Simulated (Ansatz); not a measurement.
Start from Y in the hcp (Mg type) structure (space group P6_3/mmc, No. 194; relaxed with 0.1 eV smearing).

```yaml
crystal:
  lattice:
    - [3.65235, 0.00000, 0.00000]
    - [-1.82617, 3.16303, 0.00000]
    - [0.00000, 0.00000, 5.70294]
  atoms:
    - { symbol: Y, position: [0.66667, 0.33333, 0.75000] }
    - { symbol: Y, position: [0.33333, 0.66667, 0.25000] }
```

Cartesian axes are those of the cell as printed.

Calculations: Kohn–Sham DFT with the PBE functional, run in Ansatz (a first-principles code) with PAW and 420 eV plane waves, no spin-orbit coupling.

Perturbation: every lattice vector is stretched by 2.00 %, atoms relaxed at fixed cell.

**Question.** Predict the stress tensor and what it implies for the stiffness.

**Answer.** Stress of the strained cell less that of the base (GPa, compression positive):
```
   -2.2     0.0     0.0
    0.0    -2.2     0.0
    0.0     0.0    -2.2
```

Then B = −ΔP/(ΔV/V₀) with ΔV/V₀ = 0.0612 gives secant stiffness values (nonlinear terms included at this strain): B (at held cell shape, above the free-shape value) ≈ 36 GPa.

As a check, the harmonic strain energy −½ V₀ Δσ:ε is 13 meV/atom; the computed energy rise is 14 meV/atom.

No phonon test of stability was made. The final runs are not spin-polarised.
